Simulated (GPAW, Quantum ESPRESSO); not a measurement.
A Quantum ESPRESSO input for a self-consistent single point of Mg₆SiB (Amm2, 8 atoms in the cell) (DFT, LDA (PZ), plane waves, GBRV 1.5 ultrasoft (LDA) pseudopotentials):

```fortran
&control
 calculation = 'scf',
 prefix = 'pwscf',
 outdir = './tmp',
 pseudo_dir = './',
 tprnfor = .true.,
 tstress = .true.,
/
&system
 ibrav = 0,
 nat = 8,
 ntyp = 3,
 ecutwfc = 40,
 ecutrho = 200,
 occupations = 'smearing',
 smearing = 'fd',
 degauss = 0.0099958,
/
&electrons
 conv_thr = 1.0d-10,
 mixing_beta = 0.5,
/
ATOMIC_SPECIES
Mg    24.3050  mg_lda_v1.4.uspp.F.UPF
Si    28.0850  si_lda_v1.uspp.F.UPF
B     10.8100  b_lda_v1.4.uspp.F.UPF
CELL_PARAMETERS angstrom
   3.98485800     0.00000000     0.00000000
   0.00000000     4.08366600     4.34798000
   0.00000000    -4.08366600     4.34798000
ATOMIC_POSITIONS angstrom
Mg    0.00000000    2.02729515    3.14741576
Mg    0.00000000   -2.02729515    3.14741576
Mg    1.99242900    2.65258609    5.37114665
Mg    1.99242900   -2.65258609    5.37114665
Mg    1.99242900    0.00000000    7.01563965
Mg    1.99242900    0.00000000    3.53473382
Si    0.00000000    0.00000000    5.32827557
B     0.00000000    0.00000000    1.86824005
K_POINTS automatic
5 4 4  0 0 0
```

Task: Translate this input to GPAW.

Result: This is the input that was run; spellings and numerical settings could be chosen otherwise.

```python
from ase import Atoms
from ase.units import GPa
from gpaw import GPAW, PW, FermiDirac

atoms = Atoms(['Mg', 'Mg', 'Mg', 'Mg', 'Mg', 'Mg', 'Si', 'B'],
              cell=[[3.984858, 0.000000, 0.000000],
                    [0.000000, 4.083666, 4.347980],
                    [0.000000, -4.083666, 4.347980]],
              scaled_positions=[[0.000000, 0.610160, 0.113720],
                                [0.000000, 0.113720, 0.610160],
                                [0.500000, 0.942440, 0.292880],
                                [0.500000, 0.292880, 0.942440],
                                [0.500000, 0.806770, 0.806770],
                                [0.500000, 0.406480, 0.406480],
                                [0.000000, 0.612730, 0.612730],
                                [0.000000, 0.214840, 0.214840]],
              pbc=True)

calc = GPAW(mode=PW(950),
            xc='LDA',
            kpts={'size': (5, 4, 4), 'gamma': True},
            occupations=FermiDirac(0.136),
            nbands=-12,
            convergence={'density': 1e-05},
            symmetry={'symmorphic': False, 'tolerance': 0.0005},
            maxiter=120)

atoms.calc = calc

energy = atoms.get_potential_energy()
print('Energy (eV):', round(energy, 6))
forces = atoms.get_forces()
print('Forces (eV/Ang):')
print(forces.round(5))
stress = atoms.get_stress()
print('Stress (GPa, Voigt):', (stress / GPa).round(4))
```

Basis, cutoffs, solver keys and any potentials are the target program's own. This input uses DFT LDA (Perdew-Wang 92), plane waves, GPAW PAW datasets LDA (gpaw-data 1.0.1). LDA parametrisations can differ slightly between programs.

The starting cell comes from a database of computed structures (which also holds hypothetical and non-ambient phases and stackings), without a prior relaxation at this level. Its lattice was rescaled by a random factor within 2.5 % of one.
